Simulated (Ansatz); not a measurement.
**How the elastic constant C11 of A15 Mo₃Si moves with the method**

No measured value is used here.

```json
[
 {"level (code)": "LDA (Ansatz)", "value (GPa)": "520", "cell (Å³/atom)": "14.12"},
 {"level (code)": "PBEsol (Ansatz)", "value (GPa)": "503", "cell (Å³/atom)": "14.36"},
 {"level (code)": "r²SCAN (Ansatz)", "value (GPa)": "498", "cell (Å³/atom)": "14.57"}
]
```

Each level is taken at its own relaxed cell. Cutoffs differ between the levels. Ansatz's density-functional and Hartree–Fock values are scalar-relativistic unless marked +SOC, with PAW data made under PBE.

Ansatz is a program for electronic structure.
